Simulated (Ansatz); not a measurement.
## A computed series for PbSe: response to strain

Start from PbSe in the rock salt structure (space group Fm-3m, No. 225; a = 6.178 Å). Axes: x, y, z lie along the cube axes.

Strains are applied to the cell and any free atomic positions relax.

Level of theory: r2SCAN in Ansatz (plane waves to 500 eV, PAW, without spin-orbit coupling), earlier PAW set.

Candidates:
(a) uniaxial strain ε_xx = +1.42 %
(b) uniaxial strain ε_xx = +1.00 %
(c) strain tensor (xx, yy, zz, yz, xz, xy) = (+0.09, −0.95, −0.35, +1.18, −1.78, +0.38) %

Notes on the quantities. energy relative to the base: free energy F.

**Question.** Order them by energy relative to the base, highest first.

**Answer.** (c) strain tensor (xx, yy, zz, yz, xz, xy) = (+0.09, −0.95, −0.35, +1.18, −1.78, +0.38) % (+4.4 meV/atom), (a) uniaxial strain ε_xx = +1.42 % (+2.2 meV/atom), (b) uniaxial strain ε_xx = +1.00 % (+1.1 meV/atom)

No phonon test of stability was made.

Ansatz is a first-principles code.
